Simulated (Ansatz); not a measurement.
An Ansatz (a program for electronic structure) run: CdSe with a change (uniaxial strain ε_xx = +0.60 %); Ansatz, LDA, PAW, cutoff 420 eV, without spin-orbit coupling.

Input:

Ansatz 0.2 input:
```yaml
crystal:
  lattice:
    - [4.2730313352, 0, 0]
    - [-2.1365156676, 3.6784827907, 0]
    - [0, 0, 6.9409626144]
  atoms:
    - { symbol: Cd, position: [0.3333333333, 0.6666666667, 0.0003127777] }
    - { symbol: Cd, position: [0.6666666667, 0.3333333333, 0.5003127777] }
    - { symbol: Se, position: [0.3333333333, 0.6666666667, 0.3756872223] }
    - { symbol: Se, position: [0.6666666667, 0.3333333333, 0.8756872223] }
basis: { ecutwfc: 420, ecutrho_ratio: 4, xc_grid: 2, fft_grid_basis: typed }
kpoints: { mp_grid: { grid: [9, 9, 5] } }
hamiltonian:
  xc: lda
  dispersion: none
  pseudopotentials: { kind: paw }
scf: { occupations: { method: fermi_dirac, width: 0.05 }, convergence: { dr2_threshold: 0.0000000004 } }
relax: { f_tol: 0.005, max_steps: 50 }
output: { forces: true, stress: true }
checkpoint: { write: state.ck, write_every: 1000 }
```

Output (explanatory and most iteration lines left out):

```
Relaxation: its limit of steps is 50 (relax.max_steps)
Pseudopotential: Cd, paw, valence charge 20
Pseudopotential: Se, paw, valence charge 16
Crystal: 4 atoms, lattice volume = 109.100 Å³
Basis set: ecut = 420 eV, 2109 PW (Γ), exchange–correlation on 60×60×96 points (8 copies of the dense FFT grid, shifted against one another)
Bands: 44, of which v1, the nominal top of the filled ones, is band 36 counted from 1 (35 counted from 0)
Symmetry: 4 space group operations
Space group: Cmc21 (ITA 36), of the structure as read, at distance tolerance 4.8e-5 Å
k-points: 75 of 405 (time reversal used)
Functional: x = slater, c = lda
SCF iter   1: F=—  HF=-27004.480841 eV  |F-HF|=—  |Δ(HF+E_count)|=         —  Δρ=7.13e-3  dr2=4.15e-2  ethr=1.77e-3  ⟨swp⟩=6.4  Hψ=12134  notcnv=0  defer=51
SCF iter   2: F=—  HF=-27004.469522 eV  |F-HF|=—  |Δ(HF+E_count)|=   1.13e-2  Δρ=2.90e-3  dr2=7.26e-3  ethr=5.76e-5  ⟨swp⟩=2.0  Hψ=5489  notcnv=0  defer=211
SCF 1 converged in 9 iterations: F = -27004.467965 eV  dr2 = 7.33e-11
relax step   1: F+E_penalty+E_count = -27004.46796545 eV  Δ(F+E_penalty+E_count) = +0.000e0 eV  max|allowed force component| = 4.024e-2 eV/Å  Δτ_max = 0.0000 Å  (9 SCF iters, accepted)
Crystal: 4 atoms, lattice volume = 109.100 Å³
SCF iter   1: F=—  HF=-27004.468470 eV  |F-HF|=—  |Δ(HF+E_count)|=         —  Δρ=7.36e-4  dr2=3.51e-4  ethr=4.91e-7  ⟨swp⟩=2.0  Hψ=9337  notcnv=0  defer=210
SCF iter   2: F=—  HF=-27004.468345 eV  |F-HF|=—  |Δ(HF+E_count)|=   1.25e-4  Δρ=3.33e-4  dr2=6.73e-5  ethr=4.87e-7  ⟨swp⟩=2.0  Hψ=3729  notcnv=0  defer=210
SCF 2 converged in 7 iterations: F = -27004.468337 eV  dr2 = 1.36e-10
relax step   2: F+E_penalty+E_count = -27004.46833703 eV  Δ(F+E_penalty+E_count) = -3.716e-4 eV  max|allowed force component| = 2.470e-3 eV/Å  Δτ_max = 0.0085 Å  (7 SCF iters, accepted)
SCF converged after 7 iterations
Free energy (F): -27004.468337 eV
Internal energy: -27004.468269 eV  (E = F + TS)
E sigma→0 (E₀):  -27004.468303 eV
Entropy (-TS):   -0.000068 eV (-0.017 meV/atom)
Fermi energy:    7.876867 eV
--- Forces (eV/Å), atoms counted from 1 ---
  atom   1  Cd     0.00000000     0.00199830    -0.00246984
  atom   2  Cd     0.00000000    -0.00199830    -0.00246984
  atom   3  Se    -0.00000000     0.00244972     0.00247031
  atom   4  Se     0.00000000    -0.00244972     0.00247031
--- Stress (GPa, compression-positive) ---
       -0.473687       0.000000       0.000000
        0.000000      -0.306708       0.000000
        0.000000       0.000000      -0.233302
  P = ⅓ Tr σ = -0.3379 GPa (-3.379 kbar)
--- Relaxed structure (2 steps of the walk, 2 accepted, 0 SCFs on fresh bases) ---
  atoms:
    - { symbol: Cd, position: [0.3335253623778436, 0.6670507247556873, 1.6641652216309056e-5] }
    - { symbol: Cd, position: [0.6664746376221563, 0.33294927524431267, 0.5000166416522163] }
    - { symbol: Se, position: [0.3322170017633888, 0.6644340035267777, 0.3759833583477837] }
    - { symbol: Se, position: [0.6677829982366111, 0.3355659964732222, 0.8759833583477836] }
```

Whether these cells are dynamically stable was not tested. The cell was made from CdSe in the wurtzite structure (space group P6_3mc, No. 186) by this change: uniaxial strain ε_xx = +0.60 %.
